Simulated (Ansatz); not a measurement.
The starting structures come from a database of crystals and need not be the phases stable at ambient conditions.

**Evanescent states of Ca(CdAs)2 (P-3m1, 5 atoms a cell, 24.3 Å³ an atom) along the normal of (111)**

Computed with r2SCAN (plane waves, PAW; Ansatz, a quantum-chemistry and plane-wave program).

The gap is the functional's own, uncorrected, and κ follows it; spin-orbit coupling is left out. Mid-gap means the computed energy nearest the middle.

Energies count from the valence-band top; κ is the least over a 6×4 mesh across the current.

| E (eV) | κ (1/Å) | where |
|---|---|---|
| 0.03 | 0.021 | Γ |
| 0.09 | 0.035 | Γ |
| 0.15 | 0.043 | Γ |
| 0.21 | … | Γ |
| 0.27 | … | Γ |
| 0.33 | … | Γ |
| 0.39 | … | Γ |
| 0.45 | … | Γ |
| 0.51 | … | Γ |
| 0.57 | … | Γ |
| 0.63 | 0.042 | Γ |
| 0.69 | 0.032 | Γ |
| 0.75 | 0.009 | Γ |

### Question
Fill in the missing entries.

### Answer

- 0.21, κ (1/Å): 0.049
- 0.27, κ (1/Å): 0.053
- 0.33, κ (1/Å): 0.055
- 0.39, κ (1/Å): 0.055
- 0.45, κ (1/Å): 0.055
- 0.51, κ (1/Å): 0.052
- 0.57, κ (1/Å): 0.048
